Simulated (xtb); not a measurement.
xtb 6.7.1, GFN1-xTB: Hf(O)(NMe2)(Me) (C[N](C)[Hf]([CH3])=[O]), 15 atoms. The geometry is a generated start, not checked to be a minimum at this level.

```json
{
 "run_flags": "--grad",
 "method": "GFN1-xTB",
 "--acc": "1 (default)",
 "--etemp (K)": "300 (default)",
 "basis_functions": "48",
 "valence_electrons": "36"
}
```

```xyz
15

Hf     0.2848     0.1615    -1.3420
O      1.9514     0.3007    -0.8618
N     -0.5035    -1.0125     0.1024
C     -0.4486    -0.1677     1.2866
C      0.4159    -2.1345     0.2756
H     -0.7038    -0.7474     2.1822
H      0.5685     0.2626     1.4266
H     -1.1785     0.6459     1.1899
H      1.4453    -1.7798     0.4658
H      0.1009    -2.7546     1.1270
H      0.4070    -2.7593    -0.6249
C     -0.4986     2.2182    -1.3381
H     -1.4732     2.2623    -0.8383
H     -0.5914     2.7122    -2.3114
H      0.2239     2.7925    -0.7398
```

Charge 0 and multiplicity 1 are set for this test and not shown to be the ground state.

One run each on 1 thread. Values of broydamp tried: 0.02, 0.05, 0.1, 0.2, 0.4 (default), 0.6, 0.8, 1.

Q: Predict the course of the SCC iterations along this series.

A: Fewest SCC iterations, within one of each other: 0.4 (default) with 13, 0.6 with 14. The count rises to 34 at 0.02. All converge to one solution.

```
broydamp       SCC iterations            end
-------------  --------------  -------------
0.02                       34  same solution
0.05                       20  same solution
0.1                        15  same solution
0.2                        15  same solution
0.4 (default)              13  same solution
0.6                        14  same solution
0.8                        16  same solution
1                          16  same solution
```
